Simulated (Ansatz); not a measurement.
Base system: LuP in the zinc blende structure (space group F-43m, No. 216; a hypothetical phase, not in the database extracts checked).

```yaml
crystal:
  lattice:
    - [0.00000, 3.08031, 3.08031]
    - [3.08031, 0.00000, 3.08031]
    - [3.08031, 3.08031, 0.00000]
  atoms:
    - { symbol: P, position: [0.75000, 0.75000, 0.75000] }
    - { symbol: Lu, position: [0.00000, 0.00000, 0.00000] }
```

Calculations: DFT with PBE, PAW potentials and a 420 eV plane-wave cutoff in Ansatz (a program for electronic structure), no SOC.

Base values:

| Item | Value |
|---|---|
| Width of the top valence band | 0.70 eV |
| Pressure | 0.00 GPa |
| Band gap | 1.69 eV |
| Electron mass | 2.0 mₑ along k, 2.4 mₑ across (at X) |

It is then changed as follows: every lattice vector is shortened by 0.82 %; the atoms relax in the strained cell.

Question: What does the calculation give for the width of the top valence band after the change?

Answer: The width of the top valence band goes up by 0.04 eV, from 0.70 eV to 0.74 eV.

Question: What does the calculation give for the pressure after the change?

Answer: The pressure goes from zero to 1.53 GPa.

Question: How does this affect the band gap?

Answer: The band gap drops by 0.037 eV, from 1.69 eV to 1.66 eV.

Question: How does this affect the electron mass?

Answer: The electron mass changes from 2.0 mₑ along k, 2.4 mₑ across (at X) to 2.1 mₑ along k, 2.4 mₑ across (at X).

Masses are band curvatures over ±0.01 Å⁻¹ around the edge. Along k means along the line from Γ to the band edge. Stability against distortions was not tested.
